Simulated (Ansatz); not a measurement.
Consider Cs₂AgBiBr₆ (space group Fm-3m, No. 225; a = 10.996 Å). Axes: x, y, z lie along the cube axes.

Computed with plane-wave PAW DFT at the LDA level (Ansatz, a program for electronic structure, 420 eV), no spin-orbit coupling.

Before the change:

```
Quantity     Result
--------  ---------
Band gap    0.94 eV
Pressure  -0.01 GPa
```

One thing is altered: compressive biaxial strain of 0.63 % in the plane normal to [111], as in epitaxy on a mismatched substrate; the out-of-plane cell vector and the atoms relax.

How does this affect the band gap?

The band gap decreases by 0.015 eV (0.94 eV → 0.93 eV).

Predict the new pressure.

The pressure (mean of the normal stresses, compression positive) goes up by 0.153 GPa (-0.01 GPa → 0.15 GPa).

Spin-orbit coupling, missing from the scalar runs, can matter with Bi. Whether these cells are dynamically stable was not tested.
